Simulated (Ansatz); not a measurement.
Take ZnO in the wurtzite structure (space group P6_3mc, No. 186) as the base.

```yaml
crystal:
  lattice:
    - [3.23518, 0.00000, 0.00000]
    - [-1.61759, 2.80175, 0.00000]
    - [0.00000, 0.00000, 5.21141]
  atoms:
    - { symbol: Zn, position: [0.66667, 0.33333, 0.00241] }
    - { symbol: Zn, position: [0.33333, 0.66667, 0.50241] }
    - { symbol: O, position: [0.66667, 0.33333, 0.62279] }
    - { symbol: O, position: [0.33333, 0.66667, 0.12279] }
```

Cartesian axes are those of the cell as printed.

Method: r2SCAN (Ansatz, a quantum-chemistry and plane-wave program), without spin-orbit coupling.

Base values:

Pressure: 0.00 GPa

Perturbation: the cell is stretched by 1.05 % along z with no lateral relaxation, atoms relaxed at fixed cell.

**Question.** How does this affect the pressure?

**Answer.** The pressure (mean of the normal stresses, compression positive) goes from zero to -1.53 GPa.

**Question.** How does this affect the energy relative to the base?

**Answer.** The energy rises by 0.9 meV/atom.

The cells carry an imposed strain or load. No phonon test of stability was made.
